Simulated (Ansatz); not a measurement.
System: hexagonal WC. Method: PBE-D3(BJ) (Ansatz, a program for electronic structure, PAW).

Run with plane-wave cutoff 520 eV, 24×24×22 k mesh (along the axes of the cell as run), Fermi–Dirac smearing 0.054 eV (set by the program), no spin polarisation, scalar-relativistic PAW data made under PBE.

Computed at the level's own relaxed cell.

```
CELL_PARAMETERS angstrom
      2.90233     0.00000     0.00000
     -1.45117     2.51349     0.00000
      0.00000     0.00000     2.83207
ATOMIC_POSITIONS crystal
  W  0.00000 0.00000 0.00000
  C  0.33333 0.66667 0.50000
```

**Question.** Give the elastic tensor (Voigt notation, GPa, ions relaxed, in the Cartesian axes of the cell as printed).

**Answer.** 
```
  732.2   234.9   177.9     0.0     0.0     0.0
  234.9   732.2   177.9     0.0     0.0     0.0
  177.9   177.9   976.3     0.0     0.0     0.0
    0.0     0.0     0.0   318.6     0.0     0.0
    0.0     0.0     0.0     0.0   318.6     0.0
    0.0     0.0     0.0     0.0     0.0   248.7
```

Note: the dispersion coefficients are held fixed in the derivatives.

Spin–orbit coupling is not included.

Computed values are for the static lattice.
